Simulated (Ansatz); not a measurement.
Worked example: relaxation of the atoms of ScAg₂ (I4mm, 3 atoms in the cell) in Ansatz (an electronic-structure program).

Computed with LDA (PW92), default PAW files made with PBE (plane waves; Ansatz).

The change in words: one atom moved by 0.15 angstrom; relax: default → atoms; relax.f_tol: default → 0.05 eV/Å. Reference geometry:
```
CELL_PARAMETERS angstrom
     -1.77444     1.77444     4.47660
      1.77444    -1.77444     4.47660
      1.77444     1.77444    -4.47660
ATOMIC_POSITIONS crystal
  Sc 0.00000 0.00000 0.00000
  Ag 0.66664 0.66664 0.00000
  Ag 0.33336 0.33336 0.00000
```

Reference input (self-consistent single point, DFT, LDA (PW92), plane waves, default PAW files made with PBE): basis.ecutwfc = 420 eV; kpoints.mp_grid.grid = 13 13 13; hamiltonian.xc = lda; hamiltonian.pseudopotentials = {kind: paw} (the program's default PAW files); scf.occupations.method = fermi_dirac; scf.occupations.width = 0.1 eV. This run's input differs from it in these lines:

```diff
@@ -6,3 +6,3 @@
   atoms:
-    - { symbol: Sc, position: [0.000000, 0.000000, 0.000000] }
+    - { symbol: Sc, position: [0.016754, 0.016754, 0.000000] }
     - { symbol: Ag, position: [0.666640, 0.666640, 0.000000] }
@@ -18,2 +18,4 @@
   occupations: { method: fermi_dirac, width: 0.1 }
+relax:
+  f_tol: 0.05
 output:
```

The program printed (abridged):

```
   [... SCF lines of the steps left out ...]
relax step   1: F+E_penalty+E_count = -17006.27145284 eV  Δ(F+E_penalty+E_count) = +0.000e0 eV  max|allowed force component| = 7.627e-1 eV/Å  Δτ_max = 0.0000 Å  (6 SCF iters, dr2 threshold 6.25e-5 eV, accepted)
relax step   2: F+E_penalty+E_count = -17006.31721146 eV  Δ(F+E_penalty+E_count) = -4.576e-2 eV  max|allowed force component| = 3.219e-1 eV/Å  Δτ_max = 0.1427 Å  (6 SCF iters, dr2 threshold 3.64e-5 eV, accepted)
relax step   3: F+E_penalty+E_count = -17006.32772100 eV  Δ(F+E_penalty+E_count) = -1.051e-2 eV  max|allowed force component| = 4.830e-2 eV/Å  Δτ_max = 0.0424 Å  (6 SCF iters, dr2 threshold 6.48e-6 eV, accepted)
relax step   4: F+E_penalty+E_count = -17006.32772111 eV  Δ(F+E_penalty+E_count) = -1.151e-7 eV  max|allowed force component| = 4.819e-2 eV/Å  Δτ_max = 0.0000 Å  (3 SCF iters, accepted)
the relaxation is at rest under the 8 symmetry operations that the run kept from its start: a minimum is not shown …
Stability not checked: this state was not tested for a lower state beside it, because too few of the mixer's solves of this state at the end of the SCF gave a …
Free energy (F): -17006.327721 eV
Internal energy: -17006.285989 eV  (E = F + TS)
E sigma→0 (E₀):  -17006.306855 eV
Entropy (-TS):   -0.041732 eV (-13.911 meV/atom)
Fermi energy:    14.509615 eV
--- Forces (eV/Å), atoms counted from 1 ---
  atom   1  Sc    -0.00000000     0.00000000     0.00188966
   [... lines left out ...]
  F+E_penalty+E_count = -17006.32772111 eV   max|allowed force component| = 4.819e-2 eV/Å
  atoms:
    - { symbol: Sc, position: [0.005557705394042953, 0.005557705394042953, -6.5122513035534164e-34] }
    - { symbol: Ag, position: [0.6716336061683152, 0.6716336061683152, 4.276423536147513e-50] }
    - { symbol: Ag, position: [0.33956268843764187, 0.33956268843764187, 6.5122513035534164e-34] }
```

The run converged.  The full log also holds: “iter 5 did not close the SCF: its close was put off for the readings that it lacked (scf_convergence_deferred on its scf_iter line)”.

Summary of the result:
* **Free energy E − TS (on the zero of these files)**: -17006.3277 eV
* **Fermi level (on the code's own zero)**: 14.51 eV
* **Pressure**: -7.76 GPa
* **Largest force (vector length)**: 0.048 eV/Å
* **Relaxation steps**: 4

The starting cell comes from a database of computed structures (which also holds hypothetical and non-ambient phases and stackings), without a prior relaxation at this level. Its lattice was rescaled by up to half a per cent. For this run, on top of that: one atom moved by 0.15 angstrom. The relaxation keeps the symmetry of its start, so its end need not be a minimum. Ansatz's pressure includes its estimate of the finite-basis (Pulay) stress.

Cost on one core of a shared machine: roughly 2 min.

Keys are those of Ansatz 0.2.
